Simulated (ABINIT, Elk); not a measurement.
An Elk input for a self-consistent single point of ScBi (Fm-3m, 2 atoms in the cell) (DFT, LDA (PW92), all-electron FP-LAPW, Elk's shipped species files, APW+lo basis with extra local orbitals):

```
tasks
  0

xctype
  3

rgkmax
  7.5

gmaxvr
  16.0

nxlo
  2

lorbcnd
  .true.

lmaxi
  3

stype
  0

swidth
  0.00734986

avec
    0.0000000000    5.8161215876    5.8161215876
    5.8161215876    0.0000000000    5.8161215876
    5.8161215876    5.8161215876    0.0000000000

sppath
  './'

atoms
  2   : nspecies
  'Sc.in'   : spfname
  1   : natoms; atposl, bfcmt below
  0.5000000000  0.5000000000  0.5000000000    0.0 0.0 0.0
  'Bi.in'   : spfname
  1   : natoms; atposl, bfcmt below
  0.0000000000  0.0000000000  0.0000000000    0.0 0.0 0.0

ngridk
  8 8 8
```

Write the same calculation as an input for ABINIT.

One input that does it (others would too):

```
# ScBi, JTH v2.0 LDA PAW
pp_dirpath "./"
pseudos "Sc.LDA_PW-JTH.xml, Bi.LDA_PW-JTH.xml"
acell 3*1.0
rprim
         0.0000000000    5.8161215876    5.8161215876
         5.8161215876    0.0000000000    5.8161215876
         5.8161215876    5.8161215876   -0.0000000000
natom 2
ntypat 2
znucl 21 83
typat 1 2
xred
         0.5000000000    0.5000000000    0.5000000000
         0.0000000000    0.0000000000    0.0000000000
ecut 60 Ry
pawecutdg 120 Ry
occopt 7
tsmear 0.00734986
nband 18
kptopt 1
ngkpt 8 8 8
nshiftk 1
shiftk 0 0 0
nstep 60
tolvrs 1.0e-10
prtwf 0
prtden 0
```

Basis, cutoffs, solver keys and any potentials are the target program's own. This input uses DFT, LDA (PW92), plane waves, PAW (JTH v2.0 LDA PAW). LDA parametrisations can differ slightly between programs.

The starting cell comes from a database of computed structures (which also holds hypothetical and non-ambient phases and stackings), without a prior relaxation at this level. Its lattice was rescaled by a random factor within 2.5 % of one.
